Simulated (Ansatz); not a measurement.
**Al on the 1x1 (110) surface of 3C silicon carbide (cut with top plane C + Si), one in a 2x2 cell, started at the site 'hollow Si'**

Host crystal: 3C silicon carbide, with a band gap (PBE, scalar-relativistic without spin-orbit coupling).

Level of theory: PBE (plane waves to 420 eV, PAW; Ansatz, a program for electronic structure).

Slab: 49 atoms, 7.7 Å thick at the start under the adsorbate (thin: gaps and levels are the slab's own); k 3x3x1, smearing 0.01 eV, dipole-corrected; 24 atoms held, the rest relaxed; symmetry of the start imposed; spin-polarised, no spin-orbit, no U, no dispersion correction. The slab shows no gap over 0.04 eV on its mesh. The starting moment vanished. At the end it is bonded to 2 C + 2 Si. In PBE it is, or lies within 0.03 eV of, the lowest of the starts that converged.

adsorption energy against an atom of fcc Al: -0.43 eV
change of the step from the bottom to the top vacuum level, against the clean slab: -1.30 eV
energy released by relaxation: 1.75 eV
height of the binding atom over the mean of the host atoms within 0.3 Å of the top one: 0.982 Å
nearest host atoms of the binding atom: C at 2.10 Å, C at 2.10 Å, Si at 2.43 Å
largest move of a host atom: 0.28 Å
note: in the relaxation the adsorbate left its starting site by 1.2 Å
cost: roughly 40 core-minutes

A negative adsorption energy means that the adsorbate is more stable on the surface than in its reference.
